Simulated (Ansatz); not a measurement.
BP (F-43m), Ansatz (an electronic-structure program) with HSE06, rigid bands: N_v = 3.48e19 cm⁻³ at 300 K and a hole conductivity mass of 0.369 mₑ.

Question: For 1e16 holes per cm³ at 300 K, place the Fermi level, estimate the Seebeck coefficient of a parabolic band with constant τ, and give mobility and conductivity for τ = 50 fs.

Answer: The level lies k_BT ln(N_v/p) = 0.211 eV above the valence-band maximum. S ≈ +(k_B/e)[ln(N_v/p) + 5/2] = 918 μV/K, against 913 μV/K from the full bands (mean over directions). μ = eτ/m = 238 cm²/(V·s) and σ = peμ = 0.382 S/cm. τ is assumed, not computed.

Band transport and this doping are assumed; polarons and phonon drag are left out. Spin-orbit coupling is left out; where it splits the top of the valence band, N_v and the p-type Seebeck coefficient come out somewhat high without it. Geometry: cell and atoms relaxed with PBEsol.
